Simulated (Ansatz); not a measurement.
CdTe: biaxial strain −3.00 %, plane normal [001], relaxed out of plane

The reference is CdTe in the zinc blende structure (space group F-43m, No. 216; a = 6.558 Å). Axes: x, y, z lie along the cube axes.

Now apply this change: biaxial strain −3.00 %, plane normal [001], relaxed out of plane (Cartesian); in-plane vectors clamped, the third vector and the atoms free.

Calculations: r2SCAN in Ansatz (plane waves to 500 eV, PAW, without spin-orbit coupling). Settings: 9×9×9 k-points, 0.05 eV Fermi–Dirac smearing.

The volume per atom decreases by 0.78 Å³ (35.25 Å³ → 34.47 Å³) and the energy increases by 8.4 meV/atom. The pressure (mean of the normal stresses, compression positive) goes from zero to 8.7 kbar and the band gap falls by 0.031 eV (1.17 eV → 1.13 eV). The gap character remains direct at Γ and the valence-band top at Γ (three highest levels, from the VBM) goes from 0.00, 0.00, 0.00 eV to 0.00, 0.00, -0.26 eV. The valley order (the lowest conduction-band minima on the path, energy above the VBM, named in the base's zone) changes from Γ 1.17 eV; L along ⟨111⟩ 2.20 eV to Γ 1.13 eV; L along [111] 2.10 eV and the out-of-plane strain amounts to +3.91 %. The ratio −ε⊥/ε∥ comes out as 1.30.

With Te present, leaving out spin-orbit coupling can change the band edges. No phonon test of stability was made. Labels are those of the standard path for the cell's own space group.

Ansatz is a program for electronic structure.
